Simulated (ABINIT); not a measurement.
ABINIT run on CdPt3 (Cmmm, 4 atoms in the cell): self-consistent single point.

Method of the run: PBEsol, PAW (JTH v2.0 PBE PAW, files made for PBE) (plane waves; ABINIT 10.0.3).

The change in words: lattice scaled by 0.98. Reference geometry:
```
CdPt3
1.0
    2.88572    -3.93101     0.00000
    2.88572     3.93101     0.00000
    0.00000     0.00000     2.83469
Cd Pt
1 3
Direct
  0.00000   0.00000   0.00000
  0.50000   0.50000   0.00000
  0.00000   0.50000   0.50000
  0.50000   0.00000   0.50000
```

Reference input (self-consistent single point, DFT, PBEsol, plane waves, PAW (JTH v2.0 PBE PAW, files made for PBE)): pseudos = [Cd.GGA_PBE-JTH.xml, Pt.GGA_PBE-JTH.xml]; ecut = 21 Ha; pawecutdg = 42 Ha; ixc = -116133; occopt = 3; tsmear = 0.00183747 Ha; ngkpt = 5 5 8; nshiftk = 1; shiftk = 0 0 0; potentials = JTH v2.0 PBE PAW; nband = 28; kptopt = 1. This run's input differs from it in these lines:

```diff
@@ -3,6 +3,6 @@
 pseudos "Cd.GGA_PBE-JTH.xml, Pt.GGA_PBE-JTH.xml"
-acell 4.8764996048 4.8764996048 2.8346900000 Angstrom
+acell 4.7789694781 4.7789694781 2.7779960000 Angstrom
 rprim
-         0.5917615572   -0.8061130562    0.0000000000
-         0.5917615572    0.8061130562    0.0000000000
+         0.5917614693   -0.8061131208    0.0000000000
+         0.5917614693    0.8061131208    0.0000000000
          0.0000000000    0.0000000000    1.0000000000
@@ -14,5 +14,5 @@
          0.0000000000    0.0000000000    0.0000000000
-         2.8857250000    0.0000000000    0.0000000000
-         1.4428625000    1.9655050000    1.4173450000
-         1.4428625000   -1.9655050000    1.4173450000
+         2.8280100000    0.0000000000    0.0000000000
+         1.4140050000    1.9261950000    1.3889980000
+         1.4140050000   -1.9261950000    1.3889980000
       Angstrom
```

Log, with long lists cut:

```
--- !BeginCycle
solver: {iscf: 17, nstep: 100, nline: 4, wfoptalg: 10, }
tolerances: {tolvrs: 1.00E-12, }
...

     iter   Etot(hartree)      deltaE(h)  residm     nres2
 ETOT  1  -128.40369465157    -1.284E+02 2.384E-01 2.850E+01
 ETOT  2  -128.89478545143    -4.911E-01 4.631E-02 2.280E+01
 ETOT  3  -129.17174982693    -2.770E-01 5.568E-02 8.543E+03
 ETOT  4  -128.81089549553     3.609E-01 1.215E-02 3.976E+03
 ETOT  5  -128.79878167801     1.211E-02 1.249E-02 1.021E+00
   [... 27 lines left out ...]
 ETOT 33  -128.79433545814    -5.457E-12 1.181E-03 9.042E-12
 ETOT 34  -128.79433545813     7.134E-12 1.913E-03 2.905E-12
 ETOT 35  -128.79433545813    -2.359E-12 7.494E-04 1.610E-12
 ETOT 36  -128.79433545814    -3.439E-12 2.275E-03 2.643E-13
 At SCF step   36       nres2   =  2.64E-13 < tolvrs=  1.00E-12 =>converged.

 Cartesian components of stress tensor (hartree/bohr^3)
  sigma(1 1)= -2.77268562E-04  sigma(3 2)=  0.00000000E+00
  sigma(2 2)= -3.33127080E-04  sigma(3 1)=  0.00000000E+00
  sigma(3 3)= -3.78575340E-04  sigma(2 1)=  0.00000000E+00

 ----iterations are completed or convergence reached----

 reduced coordinates (array xred) for    4 atoms
       0.000000000000      0.000000000000      0.000000000000
       0.500000000000      0.500000000000      0.000000000000
       0.000000000000      0.500000000000      0.500000000000
       0.500000000000      0.000000000000      0.500000000000
 cartesian forces (eV/Angstrom) at end:
    1     -0.00000000000000    -0.00000000000000    -0.00000000000000
   [... lines left out ...]
 Fermi (or HOMO) energy (eV) =   9.52059   Average Vxc (eV)= -12.41259
   [... lines left out ...]
'-kT*entropy'       : -5.80477921388912E-04
total_energy        : -1.28794334810898E+02
total_energy_eV     : -3.50467208353271E+03
...

-Cartesian components of stress tensor (GPa)         [Pressure=  9.6988E+00 GPa]
- sigma(1 1)= -8.15752137E+00  sigma(3 2)=  0.00000000E+00
- sigma(2 2)= -9.80093543E+00  sigma(3 1)=  0.00000000E+00
- sigma(3 3)= -1.11380692E+01  sigma(2 1)=  0.00000000E+00

 Calculation completed.
```

The run converged in 36 iterations. 

The starting cell comes from a database of computed structures (which also holds hypothetical and non-ambient phases and stackings), without a prior relaxation at this level. For this run, on top of that: lattice scaled by 0.98. Spin polarisation is off. The potentials were made for another functional than the one used. With a pressure of about 10 GPa the cell is away from its equilibrium volume at this level.

These are the values that this program gave, and no reference: the one-centre exchange-correlation terms come from a truncated expansion.

Cost on one core of a shared machine: roughly 7 min.
